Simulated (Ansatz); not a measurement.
Checking a run of Ansatz (a first-principles code) on Ni₂H (R-3m, 3 atoms in the cell). The aim is a self-consistent single point with DFT, LDA (PW92), plane waves, default PAW files made with PBE.

Cell that was meant: a = 4.3918 Å, b = 4.3918 Å, c = 4.3918 Å, α = 33.46°, β = 33.46°, γ = 33.46°.

Part of the input:

Ansatz 0.2 input:
```yaml
    - { symbol: Ni, position: [0.252734, 0.252734, 0.252734], spin: 2.0 }
    - { symbol: H, position: [0.500000, 0.500000, 0.500000] }
basis:
  ecutwfc: 65.0
kpoints:
  mp_grid: { grid: [12, 12, 12] }
hamiltonian:
[...]
magnetization:
  spin_polarized: true
scf:
  occupations: { method: fermi_dirac, width: 0.05 }
output:
  forces: true
  eigenvalues: true
```

Log, with long lists cut:

```
   [... lines left out ...]
k-points: 189 of 1728
PAW frozen core: Ni, regenerated for the run's functional, and the local potential with it
Initial density: superposition of atomic densities (chi_scale 0.1, normalization cell)
Starting moments: Σ|m| = 4 μB on 2 of 3 sites
Initial wavefunctions: pseudopotential atomic-orbital guess
Eigensolver: davidson
Functional: x = slater, c = lda
SCF iter   1: F=—  HF=-10871.696083 eV  |F-HF|=—  |Δ(HF+E_count)|=         —  Δρ=2.09e0 (↑2.09e0 ↓1.57e0)  dr2=1.81e3  dr2_m=1.59e1  M=0.030 μB ∫|m|=0.045 μB  β_m=0.30  ethr=3.10e-3  ⟨swp⟩=1.0  Hψ=10362  notcnv=0
Mixer restart at iter 1: flushing history
all-band conjugate gradients solve this SCF's bands
preconditioner: auto → none
   [... lines left out ...]
SCF iter  11: F=—  HF=-9109.279922 eV  |F-HF|=—  |Δ(HF+E_count)|=   4.24e-6  Δρ=2.57e-6 (↑2.28e-6 ↓2.57e-6)  dr2=4.68e-9  dr2_m=1.25e-11  M=0.000 μB ∫|m|=0.000 μB  β_m=0.89  ethr=1.59e-9  ⟨swp⟩=1.9  Hψ=10822  notcnv=0  defer=42
SCF iter  12: F=-9109.279922 eV  HF=-9109.279922 eV  |F-HF|=3.27e-11  |Δ(HF+E_count)|=   1.20e-9  Δρ=3.08e-7 (↑3.08e-7 ↓3.06e-7)  dr2=5.32e-11  dr2_m=8.11e-13  M=0.000 μB ∫|m|=0.000 μB  ethr=1.26e-11  ⟨swp⟩=1.0  Hψ=22927  notcnv=0
SCF 1 converged in 12 iterations: F = -9109.279922 eV  dr2 = 5.32e-11
WARN: the starting moments were not kept: the SCF closed with an absolute magnetisation of 3.4e-7 μB, where they sum to 4 μB in size (2 sites) …
   [... lines left out ...]
Absolute magnetization: 0.0000 μB (∫|ρ↑−ρ↓|, with the PAW one-centre terms)
Free energy (F): -9109.279922 eV
Fermi energy:    47.916744 eV
   [... lines left out ...]
--- Stress (GPa, compression-positive) ---
   -15689.125145       0.000000       0.000000
        0.000000  -15689.125145      -0.000000
       -0.000000      -0.000000  -15679.029914
  P = ⅓ Tr σ = -15685.7601 GPa (-156857.601 kbar)
  The stress holds no Pulay correction (an occupied level lies too near the plane-wave cutoff): it is that at fixed plane waves, as pw.x and ABINIT print it
```

Is this run sound? If not, what is wrong?

The run is not sound. The fault is a basis or grid far too coarse for these potentials. The error of an incomplete plane-wave basis or grid does not cancel at such settings. To fix it, restore the cutoff that the potentials need and check convergence. The run converged in 12 iterations without an error; against the sound input the free energy goes up by 818 eV/atom, the pressure goes from -8.66 to -15690 GPa, the largest force goes from 0.021 to 13.37 eV/Å and the size of the net moment goes from 0.12 to 0.00 μB/atom.

An input that runs soundly differs in these lines (not the only fix; some lines may just follow from the change or write a value another way):
```diff
-  ecutwfc: 65.0
+  ecutwfc: 420.0 eV
-  occupations: { method: fermi_dirac, width: 0.05 }
+  occupations: { method: fermi_dirac, width: 0.05 eV }
```

With that input, the run converged in 14 iterations: free energy E − TS (on the zero of these files) -11562.6068 eV; Fermi level (on the code's own zero) 17.57 eV; pressure -8.66 GPa; largest force (vector length) 0.021 eV/Å; size of the cell's spin moment 0.36 μB (DFT, LDA (PW92), plane waves, default PAW files made with PBE).

On the sound input: the starting cell comes from a database of computed structures (which also holds hypothetical and non-ambient phases and stackings), without a prior relaxation at this level. The moments shrank to a small part of their start, a low-spin state that need not be the lowest. The program warned that a starting moment was not kept. With a pressure of about -9 GPa the cell is away from its equilibrium volume at this level. Ansatz's pressure includes its estimate of the finite-basis (Pulay) stress.
